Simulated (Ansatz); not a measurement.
## Response to strain in HfN

Consider HfN in the rock salt structure (space group Fm-3m, No. 225; a = 4.526 Å; relaxed with 0.1 eV smearing). Axes: x, y, z lie along the cube axes.

Strains are applied to the cell and any free atomic positions relax; under biaxial strain the out-of-plane vector relaxes too.

Level of theory: plane-wave PAW DFT at the r2SCAN level (Ansatz, an electronic-structure program, 500 eV), no spin-orbit coupling.

```json
[
 {"biaxial strain, plane normal [001], relaxed out of plane (%)": "-3", "out-of-plane strain (%)": "1.21"},
 {"biaxial strain, plane normal [001], relaxed out of plane (%)": "-2.5", "out-of-plane strain (%)": "1.01"},
 {"biaxial strain, plane normal [001], relaxed out of plane (%)": "-2", "out-of-plane strain (%)": "0.80"},
 {"biaxial strain, plane normal [001], relaxed out of plane (%)": "-1.5", "out-of-plane strain (%)": "0.60"},
 {"biaxial strain, plane normal [001], relaxed out of plane (%)": "-1", "out-of-plane strain (%)": "?"},
 {"biaxial strain, plane normal [001], relaxed out of plane (%)": "-0.5", "out-of-plane strain (%)": "0.20"},
 {"biaxial strain, plane normal [001], relaxed out of plane (%)": "0", "out-of-plane strain (%)": "0.00"}
]
```

Fit ε⊥ = −νε + γε² (strains in %) to the rows shown and predict the withheld row.

Least squares on the printed values gives ν = 0.40 (the biaxial Poisson response) and γ = 0.002 (largest residual 0.00 %); this predicts 0.40 %, and the run gives 0.40 %, in agreement.

Whether these cells are dynamically stable was not tested. The final runs are not spin-polarised. An odd electron count without spin: HfN.
